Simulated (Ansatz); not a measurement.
Ta: pressure series

The reference is Ta in the bcc (W type) structure (space group Im-3m, No. 229).

```
CELL_PARAMETERS angstrom
     -1.65979     1.65979     1.65979
      1.65979    -1.65979     1.65979
      1.65979     1.65979    -1.65979
ATOMIC_POSITIONS crystal
  Ta 0.00000 0.00000 0.00000
```

Cell and atoms are relaxed at each pressure.

The values are results of Kohn–Sham DFT with the PBE functional, run in Ansatz (an electronic-structure program) with PAW and 420 eV plane waves, scalar-relativistic without spin-orbit coupling, not measurements.

Notes on the quantities. enthalpy: H = E + PV relative to the base's energy.

| change | enthalpy | volume per atom |
|---|---|---|
| base | – | 18.29 Å³ |
| pressure −2 GPa | -0.23 eV/atom | 18.48 Å³ |
| pressure −1 GPa | -0.11 eV/atom | 18.38 Å³ |
| pressure 0.3 GPa | +0.03 eV/atom | 18.26 Å³ |
| pressure 0.7 GPa | +0.08 eV/atom | 18.23 Å³ |
| pressure 1.5 GPa | +0.17 eV/atom | 18.15 Å³ |
| pressure 3 GPa | +0.34 eV/atom | 18.02 Å³ |
| pressure 5 GPa | +0.56 eV/atom | 17.85 Å³ |
| pressure 7.5 GPa | +0.84 eV/atom | 17.65 Å³ |
| pressure 10 GPa | +1.11 eV/atom | 17.46 Å³ |

Load acts through the strain it causes; cell and atoms are relaxed under it. No phonon test of stability was made. Competing high-pressure phases were not computed. The final runs are not spin-polarised.
